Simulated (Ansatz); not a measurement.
# Band gap of ZnSnO3 (R3c, No. 161; start mp-13334) at several levels of theory

No measured value is used here.

```
level (code)            value (eV)  cell (Å³/atom)
-------------------  -------------  --------------
LDA (Ansatz)                  1.25           11.27
PBE+SOC (Ansatz)                 …           11.27
PBEsol+SOC (Ansatz)  1.24 (direct)           11.27
PBE-D3(BJ) (Ansatz)           1.23           11.48
PBE-D4 (Ansatz)               1.24           11.46
HSE06+SOC (Ansatz)   3.05 (direct)           11.27
PBE0 (Ansatz)                    …           11.27
```

Complete the blanks.


- PBE+SOC (Ansatz, a program for electronic structure), value (eV): 1.32 (direct)
- PBE0 (Ansatz), value (eV): 3.76

Computed values are for a static lattice. Levels without +SOC have no spin–orbit coupling; where heavier elements are present it shifts gaps, mostly down, and can invert bands.  PBE+SOC, PBEsol+SOC, PBE-D3(BJ), PBE-D4: the gap is read on the k mesh or supercell of the run alone and can be too large. PBE-D3(BJ), PBE-D4: the relaxation could not lower the start's symmetry, so the cell can be a saddle point above a distorted one. Values are at the PBEsol cell; PBE-D3(BJ) at the level's own relaxed cell; PBE-D4 at the level's own relaxed cell. Cutoffs and k meshes differ between the levels. Ansatz's density-functional and Hartree–Fock values are scalar-relativistic unless marked +SOC, with PAW data made under PBE.

A start named mp-… is a Materials Project structure, which can be a computed phase never made.
